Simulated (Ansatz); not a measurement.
Effect of isotropic strain −0.65 % on CdSe

The parent structure is CdSe in the wurtzite structure (space group P6_3mc, No. 186; a = 4.383 Å, c = 7.154 Å).

One thing is altered: the cell is scaled by 0.9935 in all directions, atoms relaxed at fixed cell.

All numbers come from plane-wave PAW DFT at the PBE level (Ansatz, a first-principles code, 420 eV), no SOC. Settings: 9×9×5 k-points, 0.05 eV Fermi–Dirac smearing.

```tsv
quantity	base	changed	shift
space group	P6_3mc (No. 186)	P6_3mc (No. 186)	–
shortest interatomic distance	2.682 Å	2.665 Å	-0.017 Å
energy relative to the base (free energy F)	0 meV/atom	+1.6 meV/atom	+1.6 meV/atom
pressure (mean of the normal stresses, compression positive)	0.00 GPa	0.92 GPa	+0.913 GPa
band gap	0.54 eV	0.59 eV	+0.043 eV
gap character	direct at Γ	direct at Γ	–
mean gap deformation potential ΔEg/Δln V	–	-2.2 eV	–
valence-band top at Γ (three highest levels, from the VBM)	0.00, 0.00, -0.04 eV	0.00, 0.00, -0.05 eV	–
```

Cost of the whole job for the changed cell (relaxation, final SCF and bands): roughly 80 core-seconds.

Stability against distortions was not tested.
